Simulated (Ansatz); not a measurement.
System: GaO (model structure, started from the beta GaS type, P6₃/mmc, No. 194, 8 atoms in the cell). Method: PBE-D3(BJ) (PAW; Ansatz, an electronic-structure program).

Settings: plane-wave cutoff 520 eV, 12×12×4 k mesh (along the axes of the cell as run), Fermi–Dirac smearing 0.01 eV, scalar-relativistic PAW data made under PBE.

Cell (relaxed at this level):

```cif
data_Ga4O4
_chemical_formula_sum 'Ga4 O4'
_space_group_name_H-M_alt 'P 1'
_space_group_IT_number 1
_cell_length_a 3.10107
_cell_length_b 3.10107
_cell_length_c 12.68759
_cell_angle_alpha 90.000
_cell_angle_beta 90.000
_cell_angle_gamma 120.000
loop_
_space_group_symop_operation_xyz
  'x, y, z'
loop_
_atom_site_label
_atom_site_type_symbol
_atom_site_fract_x
_atom_site_fract_y
_atom_site_fract_z
_atom_site_occupancy
Ga1 Ga 0.33333 0.66667 0.15192 1
Ga2 Ga 0.66667 0.33333 0.65192 1
Ga3 Ga 0.66667 0.33333 0.84808 1
Ga4 Ga 0.33333 0.66667 0.34808 1
O1 O 0.33333 0.66667 0.59555 1
O2 O 0.66667 0.33333 0.09555 1
O3 O 0.66667 0.33333 0.40445 1
O4 O 0.33333 0.66667 0.90445 1
```

Question: Predict the band gap.

Answer: 
- band gap = 0.95 eV (on the SCF k mesh)

Note: the relaxation could raise the start's symmetry but not lower it, so the cell can be a saddle point.

Spin–orbit coupling is not included.

Static lattice: no zero-point or thermal effects.

Computing time: roughly 10 core-minutes.

A model structure was made by putting elements into a prototype or built by hand; it is no filed structure, need not be a known phase, and can be a saddle point held by its symmetry.
